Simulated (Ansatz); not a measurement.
Take GaAs in the rock salt structure (space group Fm-3m, No. 225; a hypothetical phase, not in the database extracts checked) as the base.

```yaml
crystal:
  lattice:
    - [0.00000, 2.69595, 2.69595]
    - [2.69595, 0.00000, 2.69595]
    - [2.69595, 2.69595, 0.00000]
  atoms:
    - { symbol: As, position: [0.00000, 0.00000, 0.00000] }
    - { symbol: Ga, position: [0.50000, 0.50000, 0.50000] }
```

The other end (x = 1) is GaP in the rock salt structure (space group Fm-3m, No. 225; a hypothetical phase, not in the database extracts checked): 17.17 Å³/atom, gap zero; this end may not be an ambient phase.

Computed with PBE, PAW, 420 eV (Ansatz, an electronic-structure program; no spin-orbit coupling).

P replaces a fraction x of As; each row is one arrangement (x, atoms in the cell, starting space group or random), fully relaxed.

One change was made to it. Results:

The shortest interatomic distance shrinks by 0.141 Å to 2.555 Å; the deviation of the volume from the linear (Vegard-type) interpolation comes out as 0.0 %.

Q: Which change produced these results?
A) x(P) = 0.75, 8 atoms, I4/mmm
B) x(P) = 0.25, 8 atoms, I4/mmm
C) x(P) = 0.667, 6 atoms, P-3m1
D) x(P) = 0.25, 8 atoms, C2/m

A: B, x(P) = 0.25, 8 atoms, I4/mmm. For comparison, the shortest interatomic distance in the other runs: x(P) = 0.25, 8 atoms, C2/m gives 2.577 Å; x(P) = 0.75, 8 atoms, I4/mmm gives 2.522 Å; x(P) = 0.667, 6 atoms, P-3m1 gives 2.528 Å.

These are small ordered cells, not random alloys; other orderings at the same x differ. Whether these cells are dynamically stable was not tested. All final runs are without spin polarisation.
